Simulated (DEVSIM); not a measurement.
System: illuminated Si p-on-n cell, one wavelength, at 400 K.

Layer 1 from the left is Si, thickness (μm) 0.630, Na (cm⁻³) 3e18, τn (s) 4e-5, τp (s) 2.4e-5, absorption coefficient (cm⁻¹) 260. Layer 2 from the left is Si, thickness (μm) 33.0, Nd (cm⁻³) 1.3e16, τn (s) 0.0006, τp (s) 0.0006, absorption coefficient (cm⁻¹) 260.

Left contact: ohmic, minority electron recombination velocity 2000 cm/s. Right contact: ohmic, minority hole recombination velocity 200 cm/s. Voltage is applied to the left contact. Recombination: SRH at mid-gap, radiative, Auger. Light enters at the left, 2.5e16 photons cm⁻² s⁻¹, one pass, no reflection. Mobility is μmin + (μ − μmin)/(1 + (N/Nref)^α).

Constants are typed, rounded textbook-type inputs, not results; the design itself was drawn at random and stands for no fabricated device. Values at 300 K; Nc and Nv go as T^1.5, mobilities as T to minus their exponent, the gap by Varshni's rule with the affinity fixed.

Si: gap (eV) 1.124, affinity (eV) 4.05, permittivity 11.7, Nc (cm⁻³) 2.86e19, Nv (cm⁻³) 3.1e19, μn (cm²/Vs) 1417, μp (cm²/Vs) 470, μn,min 52, μp,min 45, Nref,n 9.7e16, Nref,p 2.2e17, αn 0.68, αp 0.72, T exponent of μn 2.3, T exponent of μp 2.2, B (cm³/s) 4.7e-15, Cn (cm⁶/s) 2.8e-31, Cp (cm⁶/s) 9.9e-32, Varshni α (eV/K) 0.000473, Varshni β (K) 636.

Simulated with DEVSIM: 1D drift-diffusion, Boltzmann statistics, complete ionisation; no tunnelling, impact ionisation, image-force lowering or self-heating.

Dark forward current:

```csv
|V| (V),|J| (A/cm²)
0.05,2.610e-7
0.10,1.366e-6
0.15,6.066e-6
0.20,2.608e-5
0.25,0.0001114
0.30,0.0004749
0.35,0.002024
0.40,0.008618
0.45,0.03650
0.50,0.1525
0.55,0.6218
0.60,2.437
0.65,8.992
0.70,30.63
0.75,95.78
0.80,278.2
0.85,756.2
0.90,1857
0.95,3903
```

### Question
Work out the local ideality factor n = ΔV / (kT/q · ln(J2/J1)) between the rows 0.15 and 0.20 V, 0.90 and 0.95 V.

### Answer
kT/q = 34.47 mV. From 0.15 to 0.20 V: ln(2.608e-5/6.066e-6) = 1.458, n = 0.99, near the 1 of diffusion or emission over a barrier. From 0.90 to 0.95 V: ln(3903/1857) = 0.743, n = 1.95.

### Question
What current could the absorbed light give at most, and what share is collected?

### Answer
Σ αd = 0.874, so qΦ(1 − exp(−Σ αd)) = 2.33 mA/cm². The simulated short-circuit current is 2.257 mA/cm², a share of 0.97.

### Question
Estimate the open-circuit voltage by superposition: the voltage at which the dark current equals that short-circuit current.

### Answer
Interpolating ln J in the table gives 0.354 V. The simulation gives 0.354 V, the same within the digits that matter. Superposition holds where collection doesn't change with voltage.

### Question
Estimate the fill factor from FF0 = (v − ln(v + 0.72))/(v + 1), v = qVoc/(nkT), with n from the dark curve.

### Answer
The rows about Voc, 0.35 and 0.40 V, give n = 1.00, so v = 10.3 and FF0 = 0.698. The simulation gives 0.699, the same within the digits that matter.
